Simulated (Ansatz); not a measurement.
# Tl in the hcp (Mg type) structure (space group P6_3/mmc, No. 194)

```yaml
crystal:
  lattice:
    - [3.51996, 0.00000, 0.00000]
    - [-1.75998, 3.04838, 0.00000]
    - [0.00000, 0.00000, 5.60163]
  atoms:
    - { symbol: Tl, position: [0.33333, 0.66667, 0.75000] }
    - { symbol: Tl, position: [0.66667, 0.33333, 0.25000] }
```

All numbers come from r2SCAN/PAW in Ansatz (a quantum-chemistry and plane-wave program), spin-orbit coupling left out. k-mesh 15×15×9 (Γ-centred); smearing 0.05 eV (Fermi–Dirac).

The volume per atom comes out as 30.05 Å³. The density is 11.29 g/cm³, the band gap comes out as zero and the total energy comes out as -11458.585 eV/atom (σ→0; compares only within this code and set-up).

Whether these cells are dynamically stable was not tested.
